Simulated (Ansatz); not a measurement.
Consider Sr in the fcc (Cu type) structure (space group Fm-3m, No. 225).

```xyz
1
Lattice="0.0000 2.9613 2.9613 2.9613 0.0000 2.9613 2.9613 2.9613 0.0000" Properties=species:S:1:pos:R:3 pbc="T T T"
Sr     0.0000     0.0000     0.0000
```

Method: PBEsol (Ansatz, a first-principles code; PAW; 420 eV plane waves; without spin-orbit coupling).

Strains are applied to the cell and any free atomic positions relax.

One change was made to it. Results:

The energy increases by 17 meV/atom; the pressure goes from zero to 1.3 GPa.

Question: Name the change that was made.
(A) isotropic strain +1.50 %
(B) isotropic strain −2.50 %
(C) isotropic strain +3.00 %
(D) isotropic strain −3.00 %
(E) isotropic strain −1.00 %

Answer: D, isotropic strain −3.00 %. For comparison, the energy relative to the base in the other runs: isotropic strain −2.50 % gives +12 meV/atom; isotropic strain −1.00 % gives +1.8 meV/atom; isotropic strain +1.50 % gives +3.9 meV/atom; isotropic strain +3.00 % gives +15 meV/atom.

No phonon test of stability was made. Gaps under 0.05 eV, about the width of the smearing, are given as zero.
